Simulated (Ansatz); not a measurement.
The cell is built on a prototype and need not be the phase stable at ambient conditions.

By r2SCAN, the system below comes out a metal.

The ballistic (Sharvin) conductance counts the channels at the Fermi level: G/A = (e²/h) × channels of both spins per area.

Given:

```
As
1.0
    2.96227     0.00000     0.00000
    0.00000     2.96227     0.00000
    1.48113    -1.48113     2.09464
As
1
Direct
  0.00000   0.00000   0.00000
```

Space group of this cell: Fm-3m, fcc (Cu type). The cell was relaxed by PBE-D3(BJ); by r2SCAN its mean pressure is 3.3 GPa.

The current flows along the normal of the first two printed cell vectors. No spin-orbit coupling; the value is a mean over 0.1 eV about the Fermi level.

Question: Give the ballistic conductance per area that r2SCAN (Ansatz, a quantum-chemistry and plane-wave program) yields.

Answer: 1.9 × 10¹⁵ S/m² for both spins.
